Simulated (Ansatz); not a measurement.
## A computed series for ZnGeP2: point defects

Base system: a 24-atom supercell of ZnGeP2 in the chalcopyrite structure (space group I-42d, No. 122; a = 5.424 Å, c = 10.709 Å) at its relaxed geometry.

One neutral defect a cell, atoms relaxed at fixed cell.

Computed with PBEsol (Ansatz, a quantum-chemistry and plane-wave program), no SOC.

Candidates:
(a) Zn vacancy
(b) P on a Zn site (antisite)
(c) Zn on a Ge site (antisite)

For the base:

- Pressure = 0.0 GPa

Question: Order them by pressure, lowest first.

Answer: (a) Zn vacancy (-2.6 GPa), (c) Zn on a Ge site (antisite) (-0.4 GPa), (b) P on a Zn site (antisite) (0.7 GPa)

The magnetic state is the one reached from the starting moments; the real material's order can differ, and small cells can't hold many antiferromagnetic ones. The cell is small, so the values are those of an ordered compound at a high defect concentration; dilute-limit values will differ. A case with no gap was solved on a k-mesh chosen for an insulator, which is coarse for it. Seeded moments were not kept for Zn vacancy, P on a Zn site (antisite) and Zn on a Ge site (antisite).
